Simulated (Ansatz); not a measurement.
Consider MnO in the rock salt structure (space group Fm-3m, No. 225; a = 4.440 Å; ferromagnetic).

(Cell as relaxed with PBE.)

Levels (all Ansatz, a program for electronic structure, PAW): PBE (420 eV, no spin-orbit coupling); PBEsol+U (U_eff on d states: Mn 3.90 eV) (Ansatz, PAW, spin-orbit coupling left out).

Each level relaxes its own structure.

```tsv
quantity	PBE	PBEsol+U
volume per atom	10.94 Å³	___
lattice parameter a	4.440 Å	___
band gap	zero	___
magnetic state	ferromagnetic	___
largest site moment	4.03 μB	___
```

Problem. Given the PBE results, estimate those of PBEsol+U.

Solution. 
- volume per atom, PBEsol+U: 11.22 Å³
- lattice parameter a, PBEsol+U: 4.477 Å
- band gap, PBEsol+U: zero
- magnetic state, PBEsol+U: ferromagnetic
- largest site moment, PBEsol+U: 4.28 μB

PBE's volume per atom lies 0.272 Å³ below PBEsol+U's (2.4 %); PBE's lattice parameter a lies 0.0365 Å below PBEsol+U's (0.8 %); PBE's largest site moment lies 0.25 μB below PBEsol+U's; the two agree on the band gap and magnetic state. Neither level is exact; PBEsol+U is the comparison here, not a measurement.

Whether these cells are dynamically stable was not tested. No Hubbard U is applied in the runs without +U and the magnetic state is the run's own (MnO ferromagnetic); small cells can't hold the antiferromagnetic order that many such compounds have, so gaps and moments can be off. In its common phase, real MnO is an antiferromagnetic insulator at low temperature. The U values are a database's picks, fitted on other projectors than the ortho-atomic ones used here.
